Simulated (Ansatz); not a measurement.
Band structure of WSi2 (I4/mmm, 3 atoms in the cell).

```yaml
crystal:
  lattice:
    - [-1.60500, 1.60500, 3.91500]
    - [1.60500, -1.60500, 3.91500]
    - [1.60500, 1.60500, -3.91500]
  atoms:
    - { symbol: Si, position: [0.66500, 0.66500, 0.00000] }
    - { symbol: Si, position: [0.33500, 0.33500, 0.00000] }
    - { symbol: W, position: [0.00000, 0.00000, 0.00000] }
```

Method of the run: PBE (plane waves, PAW; Ansatz, a program for electronic structure).

Settings: kpoints.mp_grid.grid = 10 10 10; hamiltonian.xc = pbe; hamiltonian.pseudopotentials = {kind: paw} (the program's default PAW files); scf.occupations.method = fermi_dirac; scf.occupations.width = 0.0073 Ry; kpoints.band_path.npoints = 8.

The starting cell has typed, rounded lattice constants, without a prior relaxation at this level. Spin-orbit coupling is off. Spin polarisation is off.

Levels in eV from the Fermi level, bands 8 to 14:
```tsv
point	8	9	10	11	12	13	14
Γ	-3.35	-2.84	-2.84	0.61	2.78	2.94	3.07
X	-5.48	-5.01	-3.28	-1.77	2.81	2.99	3.14
Y	-5.13	-4.08	-3.14	-2.33	1.98	2.15	3.05
S	-3.06	-2.72	-2.49	-0.32	1.79	2.52	3.56
Z	-2.57	-0.83	-0.83	-0.51	-0.51	0.79	4.50
S1	-3.06	-2.72	-2.49	-0.32	1.79	2.52	3.56
N	-4.87	-2.81	-2.77	-0.44	2.72	2.81	3.92
P	-6.59	-3.02	-2.44	-2.44	0.09	2.99	3.65
Y1	-5.13	-4.08	-3.14	-2.33	1.98	2.15	3.05
```

Bands cross the Fermi level along this path, so the cell is metallic at this level.

Keys are those of Ansatz 0.2.
